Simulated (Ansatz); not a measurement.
# A constructed model of the (0001) surface of hcp Zr, a layer of Si in place of the second plane (bottom of the slab: a bare face, its two planes held)

These are PBE (plane waves to 420 eV, PAW; Ansatz, a quantum-chemistry and plane-wave program) values and carry that method's errors.

Set-up: 6 atoms, 12.2 Å thick at the start; mesh 13x13x1; 0.1 eV smearing; dipole correction on; 2 atoms held, the rest relaxed; held to the start's symmetry, so lower structures may exist; no spin, no spin-orbit, no U. It is one candidate, not shown to be the stable structure of the face.

| Quantity | Result |
|---|---|
| work function of the top face | 4.24 eV |
| energy released by relaxation | 0.064 eV |
| cost | very roughly 100 core-seconds |
